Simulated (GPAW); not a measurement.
## How a calculation on Nb3Sb (Pm-3n, 8 atoms in the cell) responds to its settings

```xyz
8
Lattice="5.2600 0.0000 0.0000 0.0000 5.2600 0.0000 0.0000 0.0000 5.2600" Properties=species:S:1:pos:R:3 pbc="T T T"
Nb     1.3150     0.0000     2.6300
Nb     2.6300     3.9450     0.0000
Nb     3.9450     0.0000     2.6300
Nb     2.6300     1.3150     0.0000
Nb     0.0000     2.6300     3.9450
Nb     0.0000     2.6300     1.3150
Sb     0.0000     0.0000     0.0000
Sb     2.6300     2.6300     2.6300
```

Base run A: PBEsol, GPAW PAW datasets PBEsol (made by gpaw-setup) (GPAW 25.7.0), self-consistent single point.

Its settings: mode = pw; ecut = 550 eV; xc = PBEsol; kpts = 3 3 3; mesh shift (steps) = 0.5 0.5 0.5; occupations.name = methfessel-paxton; occupations.width = 0.05 eV; occupations.order = 1; nbands = -12; symmetry.symmorphic = false; symmetry.tolerance = 0.0005; maxiter = 120.

The starting cell comes from a database of published, mostly measured structures (it also holds non-ambient and calculated ones), without a prior relaxation at this level. Spin polarisation is off. In the base run, with a pressure of about -3 GPa the cell is away from its equilibrium volume at this level. Without a gap this mesh is coarse (it stands for a supercell whose shortest vector is 16 Å).

ΔF is the free energy per atom less that of run A. 

Run A gave: pressure (GPa) -3.42; iterations 19.

Runs:
- B: mixer.beta, mixer.nmaxold = 0.05, 1
- C: mixer.beta, mixer.nmaxold = 0.05, 2
- D: mixer.beta, mixer.nmaxold = 0.05, 3
- E: mixer.beta, mixer.nmaxold = 0.05, 8
- F: mixer.beta, mixer.nmaxold = 0.05, 12
- G: mixer.beta, mixer.nmaxold = 0.05, 16

Q: Which runs reach the base run's state, and which is quickest in iterations?

A: Runs B, C, D, E, F, G ended on the same solution as A (within 1 meV/atom). The fewest iterations to that state were 19 (A); the most were 116.

| run | ΔF (meV/atom) | pressure (GPa) | iterations |
|---|---|---|---|
| A | 0.00 | -3.42 | 19 |
| B | 0.00 | -3.49 | 116 |
| C | 0.00 | -3.40 | 28 |
| D | 0.00 | -3.41 | 31 |
| E | 0.00 | -3.43 | 26 |
| F | 0.00 | -3.38 | 25 |
| G | 0.00 | -3.47 | 33 |
